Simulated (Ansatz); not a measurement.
**KMgF3: band gap against strain**

KMgF3 (cubic perovskite, Pm-3m, 12.717 Å³/atom at rest, cube axes along x, y and z) under a strain ε along a cube axis (axis z), the other axes held. PBEsol in Ansatz, a plane-wave DFT program (PAW, default set), 420 eV, 8×8×8 Γ-centred mesh, Fermi-Dirac smearing 0.05 eV; ions are relaxed within the symmetry of each cell. Gaps are the smallest over the k-mesh and a band path, without spin-orbit coupling; in all rows the valence edge lies at about 1.4 Å⁻¹ from Γ and the conduction edge at Γ.

Here s stands for strain and Eg for gap.

```csv
strain (%),gap (eV)
0.00,7.12
0.60,7.07
1.20,7.02
1.80,6.98
3.00,?
```

Problem. Fit Eg against s with a straight line, and predict the withheld value at s = 3.00.

Solution. Means: s 0.90000, Eg 7.048. About the means, the sum of products is -0.14100 and the sum of squares of s is 1.8000; the slope is their ratio. Least squares gives Eg = 7.118 - 0.0783·s. Residuals (row less fit): 0.002, -0.001, -0.004, 0.003; standard error 0.004 (degrees of freedom: 2). Over these rows the gap moves by -7.8 ± 0.3 eV per unit strain. At the withheld row, Eg = 7.118 - 0.0783 × 3.0 = 6.883 eV. The calculation gives 6.89 eV, 0.007 eV above the prediction (3.0 % of the range of Eg in the table). The row lies outside the fitted rows, so this is an extrapolation. The fitted rows scatter only by rounding.

The primitive cell can neither tilt nor turn polar against its symmetry, as such crystals can under strain. Rows are the converged runs of the series near zero and its far end; series whose fitted rows scatter by over a few per cent of the range, as at a crossing or softening among them, aren't shown in this form. Most that stay on the fit to the last digits aren't either.
